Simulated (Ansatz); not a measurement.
Consider a periodic stack without vacuum, bcc W (0 0 1) on zinc-blende GaSb (0 0 1) (film strained to the substrate, started from cuts of the bulks and a machine-learned relaxation; slabs Ga6Sb5 and W12, which can lie off the formulas): substrate slab Ga6Sb5, film W12, surface cells [[1, 0], [1, 1]] and [[-1, 1], [-1, -1]], film strained by -2.4 and -2.4 %, outermost planes Ga/Ga and W/W as cut, which need not be the usual terminations and can put a slab off its formula. Its start:

```yaml
crystal:
  lattice:
    - [4.39298, 0.00000, -0.10638]
    - [0.00000, 4.39298, -0.13191]
    - [0.71986, -2.28108, 25.77713]
  atoms:
    - { symbol: Ga, position: [0.86154, 0.09187, 0.13670] }
    - { symbol: Ga, position: [0.60638, 0.15718, 0.03650] }
    - { symbol: Ga, position: [0.89749, 0.15115, 0.37525] }
    - { symbol: Ga, position: [0.38930, 0.56225, 0.25579] }
    - { symbol: Ga, position: [0.61575, 0.35095, 0.59451] }
    - { symbol: Ga, position: [0.50167, 0.73503, 0.49313] }
    - { symbol: Sb, position: [0.11655, 0.65657, 0.04847] }
    - { symbol: Sb, position: [0.88869, 0.60918, 0.31556] }
    - { symbol: Sb, position: [0.36909, 0.02389, 0.19397] }
    - { symbol: Sb, position: [0.11877, 0.84389, 0.58142] }
    - { symbol: Sb, position: [0.39835, 0.19650, 0.43749] }
    - { symbol: W, position: [0.61037, 0.43585, 0.71737] }
    - { symbol: W, position: [0.11089, 0.93693, 0.71829] }
    - { symbol: W, position: [0.61184, 0.89332, 0.65533] }
    - { symbol: W, position: [0.11419, 0.39265, 0.65415] }
    - { symbol: W, position: [0.60828, 0.52536, 0.84691] }
    - { symbol: W, position: [0.10858, 0.02519, 0.84679] }
    - { symbol: W, position: [0.60975, 0.98174, 0.78375] }
    - { symbol: W, position: [0.10903, 0.48161, 0.78366] }
    - { symbol: W, position: [0.61035, 0.61400, 0.97593] }
    - { symbol: W, position: [0.10807, 0.11190, 0.97542] }
    - { symbol: W, position: [0.60840, 0.07086, 0.91303] }
    - { symbol: W, position: [0.10940, 0.56940, 0.91242] }
```

The start was prepared with a machine-learned potential, and the result is one local minimum, with the in-plane cell held and forces under 0.04 eV/Å; the film can end far from its bulk form.

Calculation: PBE (plane waves to 420 eV, PAW; Ansatz, a first-principles code). No spin–orbit coupling; the runs are not spin-polarised. Its k-point mesh 7×7×1, Fermi–Dirac width 0.05 eV.

Predict the relaxed interface.

The interface area is 19.3 Å² and the period is 25.71 Å. The heights between the nearest atoms of the two slabs at the two interfaces is 1.64 and 1.64 Å and the Ga–W contacts across the interfaces within 1.22 times the sum of covalent radii is 10, mean 2.84 Å. The Sb–W contacts across the interfaces within 1.22 times the sum of covalent radii is 10, mean 3.08 Å.
